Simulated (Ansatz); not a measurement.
## Effective masses and thermopower of SiC under load (space group P6_3mc)

Input:

```yaml
crystal:
  lattice:
    - [3.01732, 0.00000, 0.00000]
    - [-1.50866, 2.61307, 0.00000]
    - [0.00000, 0.00000, 9.87395]
  atoms:
    - { symbol: Si, position: [0.66667, 0.33333, 0.93780] }
    - { symbol: Si, position: [0.33333, 0.66667, 0.43780] }
    - { symbol: Si, position: [0.00000, 0.00000, 0.68794] }
    - { symbol: Si, position: [0.00000, 0.00000, 0.18794] }
    - { symbol: C, position: [0.66667, 0.33333, 0.74981] }
    - { symbol: C, position: [0.33333, 0.66667, 0.24981] }
    - { symbol: C, position: [0.00000, 0.00000, 0.50044] }
    - { symbol: C, position: [0.00000, 0.00000, 0.00044] }
```

Calculation: PBEsol, rigid bands (plane waves, PAW, scalar-relativistic; Ansatz, a first-principles code). Condition of this run: hydrostatic pressure 15 GPa (the target of the relaxation). Geometry: cell and atoms relaxed with PBEsol, then loaded as said.

```
Quantity                                                                                                                                                          Result
---------------------------------------------------------------------------------------------------------------------------------------  -------------------------------
band gap                                                                                                                                                         2.13 eV
electron conductivity mass (300 K, dilute)                                                                                               0.38 (x), 0.38 (y), 0.34 (z) mₑ
hole conductivity mass (300 K, dilute)                                                                                                   1.33 (x), 1.33 (y), 1.45 (z) mₑ
effective density of states N_c (300 K)                                                                                                                      1.7e19 cm⁻³
effective density of states N_v (300 K)                                                                                                                      1.0e20 cm⁻³
density-of-states mass, electrons                                                                                                                                0.78 mₑ
density-of-states mass, holes                                                                                                                                     2.6 mₑ
Seebeck coefficient, n-type 1e19 cm⁻³, 300 K                                                                                                                   -266 μV/K
Seebeck coefficient, p-type 1e19 cm⁻³, 300 K                                                                                                                    423 μV/K
best p-type power factor at 300 K for τ = 10 fs (best axis; densities from 1e16 to 1e21 cm⁻³ tried, whether or not they can be reached)     15.7 μW/(cm·K²) at 3e20 cm⁻³
```

Rigid bands; masses and Seebeck coefficients take one relaxation time τ for all states and one kind of carrier; polarons and phonon drag are left out. Spin-orbit coupling is left out; where it splits the top of the valence band, N_v and the p-type Seebeck coefficient come out somewhat high without it.
